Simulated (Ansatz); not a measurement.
Slab thickness and the (100) surface of rock-salt PbTe: the same face, mesh and vacuum, all atoms relaxed in the 1x1 cell under the symmetry of the ideal cut; the real face may buckle or reconstruct.

Host crystal: rock-salt PbTe, with a band gap (PBE, scalar-relativistic without spin-orbit coupling).

Method: PBE (plane waves to 420 eV, PAW; Ansatz, a first-principles code).

```tsv
atoms	thickness (Å)	γ (J/m²)	work function, top face (eV)	rough cost
4	3.4	?	–	roughly 27 core-seconds
6	6.5	?	–	very roughly 40 core-seconds
8	10.0	0.14	–	about 70 core-seconds (a rough figure)
10	13.1	0.17	–	about 2.2 core-minutes (a rough figure)
12	16.5	0.15	–	around 2.5 core-minutes (rough)
14	19.7	0.16	–	about 4 core-minutes (a rough figure)
18	26.3	0.16	–	around 5 core-minutes (rough)
```

**Question.** What belongs in the gaps?

**Answer.** 
- 4, γ (J/m²): 0.11
- 6, γ (J/m²): 0.20

**Question.** From which thickness on does the surface energy stay within 0.03 J/m² of the thickest slab's?

**Answer.** from 8 atoms on.
